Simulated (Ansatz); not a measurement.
The starting structures come from a database of crystals and need not be the phases stable at ambient conditions.

 Where the default PAW files enter, the runs use the earlier of Ansatz's two default sets.

By PBEsol, the system below comes out a metal.

The ballistic (Sharvin) conductance counts the channels at the Fermi level: G/A = (e²/h) × channels of both spins per area.

Data:

```
NbN
1.0
    2.99075     0.00000     0.00000
    0.00000    11.46140     0.00000
    1.49538     0.00000     2.66777
Nb N
4 4
Direct
  0.66667   0.12285   0.66667
  0.33333   0.87715   0.33333
  0.33333   0.62285   0.33333
  0.66667   0.37715   0.66667
  0.00000   0.00000   0.00000
  0.00000   0.50000   0.00000
  0.66667   0.75000   0.66667
  0.33333   0.25000   0.33333
```

Space group of this cell: Cmcm. The cell is strained (lengths along the current scaled by 1.03, ions clamped); by PBEsol its mean pressure is -20.9 GPa.

The current flows along the normal of the first two printed cell vectors. No spin-orbit coupling; the value is a mean over 0.1 eV about the Fermi level.

Task: Give the ballistic conductance per area that Ansatz (a program for electronic structure) with PBEsol yields.

Result: 0.72 × 10¹⁵ S/m² for both spins.
